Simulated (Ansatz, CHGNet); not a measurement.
For fluorite AuAl₂, the machine-learned potential CHGNet 0.3.0 (trained on PBE and PBE+U data) gives:

```
Item                           Result
---------------------  --------------
lattice parameter a           6.056 Å
enthalpy of formation  -0.470 eV/atom
```

Question: What does r²SCAN-D4 (PAW; Ansatz, a first-principles code) give for the same quantities?

Answer: 
- lattice constant a: 5.992 Å (falls by 1.1 %)
- formation enthalpy: -0.466 eV/atom (moves by +0.004 eV/atom)

Changes are worked out from the printed values.

Unless a cell is named, each level is at its own relaxed cell (CHGNet 0.3.0 18.50, r²SCAN-D4 17.93 Å³/atom).

Levels without +SOC leave out spin–orbit coupling, which shifts energies and cells of such heavy elements.

Ansatz's density-functional and Hartree–Fock values are scalar-relativistic unless marked +SOC, with PAW data made under PBE.
